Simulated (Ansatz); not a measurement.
The starting structures come from a database of crystals and need not be the phases stable at ambient conditions.

By LDA and PBEsol, the system below comes out a metal.

Consider the following.

```
Cu
1.0
    2.46108     0.00000     0.00000
   -0.92225     2.28175     0.00000
    0.76942     1.14087     2.04042
Cu
1
Direct
  0.00000   0.00000   0.00000
```

Space group of this cell: I4/mmm. The cell is taken as given; by PBEsol its mean pressure is -1.4 GPa.

The current runs along the normal of the first two printed vectors, the (110) plane. All runs by Ansatz (a quantum-chemistry and plane-wave program), plane waves and PAW, without spin-orbit coupling; the base is PBEsol.

| run | mean pressure (GPa) | G/A, both spins (10¹⁵ S/m²) |
|---|---|---|
| base | -1.4 | 1.13 |
| all lengths scaled by 0.98 | 9.8 | 1.18 |
| all lengths scaled by 1.02 | -9.5 | (withheld) |
| lda in place of pbesol | -7.8 | 1.13 |
| lengths across the current scaled by 0.98, ions clamped | 5.8 | 1.15 |
| lengths across the current scaled by 1.02, ions clamped | -7.1 | (withheld) |
| lengths along the current scaled by 0.97, ions clamped | 3.9 | 1.17 |
| lengths along the current scaled by 1.03, ions clamped | -5.6 | 1.09 |

Q: What belongs in the gaps?

A: 
- all lengths scaled by 1.02, G/A, both spins (10¹⁵ S/m²): 1.10
- lengths across the current scaled by 1.02, ions clamped, G/A, both spins (10¹⁵ S/m²): 1.11
